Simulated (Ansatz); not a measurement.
# A computed series for PbTe: pressure series

Base system: PbTe in the rock salt structure (space group Fm-3m, No. 225; a = 6.569 Å).

Cell and atoms are relaxed at each pressure.

Method: PBE (Ansatz, a program for electronic structure, PAW, no SOC).

Computed cases, in order: pressure −2 GPa; pressure −1 GPa; 0 GPa (base); pressure 3 GPa; pressure 7 GPa; pressure 15 GPa; pressure 50 GPa; pressure 75 GPa; pressure 100 GPa.

Q: Between which two neighbouring cases does the band gap open or close?

A: Between pressure 15 GPa (0.23 eV) and pressure 50 GPa (zero). The whole series: pressure −2 GPa: 0.92 eV; pressure −1 GPa: 0.88 eV; 0 GPa (base): 0.83 eV; pressure 3 GPa: 0.69 eV; pressure 7 GPa: 0.52 eV; pressure 15 GPa: 0.23 eV; pressure 50 GPa: zero; pressure 75 GPa: zero; pressure 100 GPa: zero.

A case with no gap was solved on a k-mesh chosen for an insulator, which is coarse for it. With Pb and Te present, leaving out spin-orbit coupling can change the band edges. Load acts through the strain it causes; cell and atoms are relaxed under it. Stability against distortions was not tested. No other phases were tried under pressure. The final runs are not spin-polarised. A zero or small gap of PbTe under pressure 15 GPa, PbTe under pressure 50 GPa and PbTe under pressure 75 GPa can be the functional's error rather than a property of the material.
